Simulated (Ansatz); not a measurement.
Effort and miss along a sweep of basis.ecutwfc: Lu (Fd-3m, 2 atoms in the cell)

```
Lu
1.0
    0.00000     3.35269     3.35269
    3.35269     0.00000     3.35269
    3.35269     3.35269     0.00000
Lu
2
Direct
  0.75000   0.75000   0.75000
  0.50000   0.50000   0.50000
```

Computed with PBE (plane waves, PAW; Ansatz, an electronic-structure program).

Base settings: basis.ecutwfc = 420 eV; kpoints.mp_grid.grid = 7 7 7; hamiltonian.xc = pbe; hamiltonian.pseudopotentials = {kind: paw} (the program's default PAW files); scf.occupations.method = cold; scf.occupations.width = 0.05 eV.

Misses are taken against the tightest run, 840 eV, which need not be fully converged itself. The energy is the free energy per atom.

The count of work is k-points × plane waves × bands × iterations; it is no time, and leaves out set-up, grids and terms that scale otherwise. 

Ansatz's pressure holds its estimate of the finite-basis (Pulay) stress, which hides part of the cutoff error; the uncorrected pressure shows it.

The starting cell was generated: these elements placed on a structure prototype, without a prior relaxation; it need not be a known phase or ordering of this composition. In the base run, with a pressure of about 4 GPa the cell is away from its equilibrium volume at this level. Ansatz's pressure includes its estimate of the finite-basis (Pulay) stress.

```
basis.ecutwfc  energy less reference (meV/atom)  pressure less reference (GPa)  uncorrected pressure less reference (GPa)  count of work / reference
-------------  --------------------------------  -----------------------------  -----------------------------------------  -------------------------
170 eV                                 21581.74                           5.07                                    -332.97                      0.092
210 eV                                  5501.65                           3.39                                    -128.01                       0.14
295 eV                                    51.44                           0.12                                      -2.67                       0.24
335 eV                                     7.27                           0.02                                      -0.17                       0.29
380 eV                                     2.91                           0.01                                      -0.06                       0.34
420 eV                                     1.22                           0.00                                      -0.03                       0.40
485 eV                                     0.36                           0.00                                      -0.01                       0.50
545 eV                                     0.19                           0.00                                       0.00                       0.49
630 eV                                     0.10                           0.00                                       0.00                       0.75
735 eV                                     0.04                           0.00                                       0.00                       0.95
840 eV                                     0.00                           0.00                                       0.00                        1.0
```

Coarsest setting among those run that, with all tighter ones, holds the energy within 2 meV/atom of the reference: 420 eV, off by 1.2 meV/atom; it needs 0.40 of the reference's count of work.

Coarsest setting among those run that, with all tighter ones, holds the energy within 0.5 meV/atom of the reference: 485 eV, off by 0.36 meV/atom; its saving against the reference is no more than about a factor of 2 in the count of work.

Smallest miss in the energy for at most 0.2 times the reference's count of work: 210 eV, with a miss of 5500 meV/atom at a count of 0.14.

The step from 295 eV to 735 eV: it takes the miss in the energy from 51 to 0.04 meV/atom, for 3.9 times the count of work.

Keys are those of Ansatz 0.2.
